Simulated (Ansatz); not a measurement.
Point defect P vacancy (V_P) in zinc-blende AlP

Level of theory: PBE, PAW (plane waves to 420 eV; Ansatz, an electronic-structure program). A 2×2×2 supercell of 64 sites was used; the energies come from a 2×2×2 shifted sampling of its zone. Site at the start: the P site. Finite-size correction: monopole term and site-potential alignment. Dielectric constants: PBE linear response of the host. Host gap at this level: 1.63 eV. These values are not converged in cell size to better than tenths of an eV. Levels are measured in PBE's own, too narrow, gap. Spin–orbit coupling is left out. Each state is the lowest found from its start.

Formation energies E_f are given with the Fermi level at the valence-band maximum. Chemical conditions: Al-rich (Δμ(P) = -1.26 eV; only phases computed here count, gases as isolated molecules at 0 K); P-rich (Δμ(P) = 0.00 eV; only phases computed here count, gases as isolated molecules at 0 K). Reference phases: P: black phosphorus.

| charge | moment (μB) | largest move off a lattice site (Å) | image correction with alignment (eV) | E_f, Al-rich (eV) | E_f, P-rich (eV) |
|---|---|---|---|---|---|
| +3† | not spin-polarised | 0.57 | 0.92 | – | – |
| +2† | 1.0 | 0.29 | 0.30 | – | – |
| +1 | not spin-polarised | 0.05 | -0.01 | 1.71 | 2.98 |
| 0* | 1.0 | 0.19 | – | – | – |
| −1† | not spin-polarised | 0.50 | 0.31 | – | – |

* At this level the carrier isn't localised at the defect: at charge 0 electrons occupy the conduction band. Such a state is shallow or no state of the defect, and this cell gives it no level.

† Not settled in this cell, so no level is given: charge +3: carriers not clearly localised; charge +2: level within 0.1 eV of a band edge or past it; charge −1: no spin-polarised start tried.

All states together cost very roughly 40 core-minutes.
